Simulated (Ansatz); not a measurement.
## SnO₂ (Pa-3, No. 205, 12 atoms in the cell; start mp-697; a measured phase of this formula has another space group)

All values below come from LDA in Ansatz (plane waves, PAW).

Numerical settings: plane-wave cutoff 520 eV, 8×8×8 k mesh, Fermi–Dirac smearing 0.01 eV, scalar-relativistic PAW data made under PBE.

Cell (relaxed at this level):

Space group Pa-3 (No. 205); a = b = c = 5.068 Å, α = β = γ = 90.00°

```
atom  site  symmetry       x       y       z
----  ----  --------  ------  ------  ------
Sn      4a      .-3.  0.0000  0.0000  0.0000
O       8c       .3.  0.3396  0.3396  0.3396
```

```
Quantity                       Result
--------  ---------------------------
band gap  1.09 eV (on the SCF k mesh)
```

Note: the relaxation could not lower the start's symmetry, so the cell can be a saddle point above a distorted one.

Spin–orbit coupling is not included.

Computed values are for the static lattice.

A start named mp-… is a Materials Project structure, which need not be a measured phase.

Ansatz is an electronic-structure program.
